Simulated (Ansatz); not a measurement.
System: ZrAl₃ (I4/mmm, No. 139). Method: PBEsol (Ansatz, a quantum-chemistry and plane-wave program, PAW).

Run with plane-wave cutoff 520 eV, 20×20×20 k mesh, Fermi–Dirac smearing 0.05 eV, scalar-relativistic PAW data made under PBE.

Cell (relaxed at this level):

```xyz
8
Lattice="-1.9928 1.9928 8.5871 1.9928 -1.9928 8.5871 1.9928 1.9928 -8.5871" Properties=species:S:1:pos:R:3 pbc="T T T"
Zr     0.0000     0.0000     2.0392
Zr     0.0000     0.0000    15.1350
Al     0.0000     1.9928     0.0000
Al     1.9928     0.0000     0.0000
Al     0.0000     1.9928     4.2935
Al     1.9928     0.0000     4.2935
Al     0.0000     0.0000     6.4351
Al     0.0000     0.0000    10.7391
```

Problem. What does this level give for the bulk modulus B0 and pressure derivative B′ of the bulk modulus?

Solution. 
bulk modulus B0: 108 GPa
pressure derivative B′ of the bulk modulus: 4.0

The run finds no gap.

Note: the bulk modulus comes from volumes at which shape and atoms were relaxed.

It cost around 80 core-minutes (rough) of CPU time.
